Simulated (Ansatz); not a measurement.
Base system: BaTiO$_{3}$ in the cubic perovskite structure (space group Pm-3m, No. 221; a = 4.019 Å).

All numbers come from Kohn–Sham DFT with the PBE functional, run in Ansatz (a program for electronic structure) with PAW and 420 eV plane waves, no SOC.

Before the change:

The gap character is indirect, R → Γ and the lattice parameter a is 4.019 Å.

Now apply this change: cell and atoms relaxed at a pressure of 0.3 GPa.

What does the calculation give for the gap character and lattice parameter a after the change?

The gap character remains indirect, R → Γ; the lattice parameter a shrinks by 0.002 Å (4.019 Å → 4.017 Å).

Load acts through the strain it causes; cell and atoms are relaxed under it. No phonon test of stability was made. All final runs are without spin polarisation. Many cubic perovskites are stable only at high temperature; tilts and polar distortions were not tested. This is not the structure that BaTiO3 has at room temperature and ambient pressure.
